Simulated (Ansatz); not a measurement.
The reference is BaF2 in the fluorite structure (space group Fm-3m, No. 225; a = 6.1374 Å).

It is then changed as follows: cell and atoms relaxed at a pressure of 30 GPa.

Method: PBEsol, PAW, 420 eV (Ansatz, a quantum-chemistry and plane-wave program; without spin-orbit coupling).

Base, band edges from the VBM (valence, conduction): X -0.21, 7.29; W -0.26, 7.55; L -0.18, 9.26; Γ -0.12, 6.83; K -0.20, 7.55; U -0.20, 7.55 eV.

Task: Give the band edges at the high-symmetry points of the new zone, measured from its valence-band maximum.

Result: 
```
point  valence edge (eV)  conduction edge (eV)
-----  -----------------  --------------------
Γ                  -0.48                  7.80
X                  -0.01                  7.44
U                  -0.18                  7.68
K                  -0.18                  7.68
L                  -0.22                  9.96
W                  -0.44                  7.67
```

The gap is 7.44 eV, indirect, K–Γ (33 % along) → X.

Load acts through the strain it causes; cell and atoms are relaxed under it. Whether these cells are dynamically stable was not tested. No other phases were tried under pressure.
